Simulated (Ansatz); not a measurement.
The reference is GaAs (space group P4_2/mnm, No. 136; a = 6.9169 Å, c = 4.0030 Å; a hypothetical phase, not in the database extracts checked).

Computed with PBEsol (Ansatz, an electronic-structure program; PAW; 420 eV plane waves; no SOC).

For the base:

```
Property                            Value
----------------------------  -----------
Gap between the host's bands      0.48 eV
Gap character                 direct at Γ
```

Modification: electron doping at 2.0×10^21 cm⁻³ (0.383 per cell), with a uniform compensating background at fixed cell and a 300 K Fermi–Dirac width.

**Question.** What does the calculation give for the Fermi level from band edge, gap between the host's bands and gap character after the change?

**Answer.** The Fermi level relative to the doped band's edge (positive inside the band; to 0.05 eV) amounts to +0.80 eV; the gap between the host's bands hardly moves (0.48 eV against 0.49 eV); the gap character is still direct at Γ.

Charged cell with a jellium background: band edges are those of the host's band count, energies are not comparable with the neutral cell, and many-body gap narrowing is missing. No phonon test of stability was made.
